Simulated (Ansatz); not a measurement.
An Ansatz (a program for electronic structure) run: Zr; Ansatz, PBE, PAW, cutoff 420 eV, scalar-relativistic without spin-orbit coupling, earlier PAW set.

Input:

Ansatz 0.2 input:
```yaml
crystal:
  lattice:
    - [3.23159575, 0, 0]
    - [-1.615797875, 2.7986440143, 0]
    - [0, 0, 5.1736271228]
  atoms:
    - { symbol: Zr, position: [0.3333333333, 0.6666666667, 0.75] }
    - { symbol: Zr, position: [0.6666666667, 0.3333333333, 0.25] }
basis: { ecutwfc: 420, ecutrho_ratio: 4, xc_grid: 2, fft_grid_basis: typed }
kpoints: { mp_grid: { grid: [17, 17, 9] } }
hamiltonian:
  xc: pbe
  dispersion: none
  pseudopotentials: { azcp: { folder: ./paw }, kind: paw }
scf: { occupations: { method: fermi_dirac, width: 0.05 }, convergence: { dr2_threshold: 0.0000000002 } }
output: { forces: true, stress: true }
```

Output (explanatory and most iteration lines left out):

```
Pseudopotential: Zr, paw, valence charge 12
Crystal: 2 atoms, lattice volume = 46.791 Å³
Basis set: ecut = 420 eV, 941 PW (Γ), exchange–correlation on 48×48×72 points (8 copies of the dense FFT grid, shifted against one another)
Bands: 16, of which v1, the nominal top of the filled ones, is band 12 counted from 1 (11 counted from 0)
Symmetry: 24 space group operations
Space group: P63/mmc (ITA 194), of the structure as read, at distance tolerance 3.6e-5 Å
k-points: 165 of 2601
Functional: x = pbe(κ = 0.804, μ = 0.2195149727645171), c = pbe(β = 0.06672455060314922)
SCF iter   1: F=—  HF=-8367.898586 eV  |F-HF|=—  |Δ(HF+E_count)|=         —  Δρ=2.90e-2  dr2=5.09e-1  ethr=3.10e-3  ⟨swp⟩=5.1  Hψ=11304  notcnv=0
SCF iter   2: F=—  HF=-8367.779336 eV  |F-HF|=—  |Δ(HF+E_count)|=   1.19e-1  Δρ=1.76e-2  dr2=1.79e-1  ethr=2.12e-3  ⟨swp⟩=2.0  Hψ=4504  notcnv=0
SCF 1 converged in 8 iterations: F = -8367.729939 eV  dr2 = 2.95e-11
SCF converged after 8 iterations
Free energy (F): -8367.729939 eV
Internal energy: -8367.713431 eV  (E = F + TS)
E sigma→0 (E₀):  -8367.721685 eV
Entropy (-TS):   -0.016508 eV (-8.254 meV/atom)
Fermi energy:    13.898965 eV
--- Forces (eV/Å), atoms counted from 1 ---
  atom   1  Zr     0.00000000     0.00000000     0.00000000
  atom   2  Zr     0.00000000    -0.00000000    -0.00000000
--- Stress (GPa, compression-positive) ---
        0.002050       0.000000       0.000000
        0.000000       0.002050       0.000000
        0.000000       0.000000       0.000292
  P = ⅓ Tr σ = 0.0015 GPa (0.015 kbar)
```

No phonon test of stability was made. All final runs are without spin polarisation. The cell is Zr in the hcp (Mg type) structure (space group P6_3/mmc, No. 194).
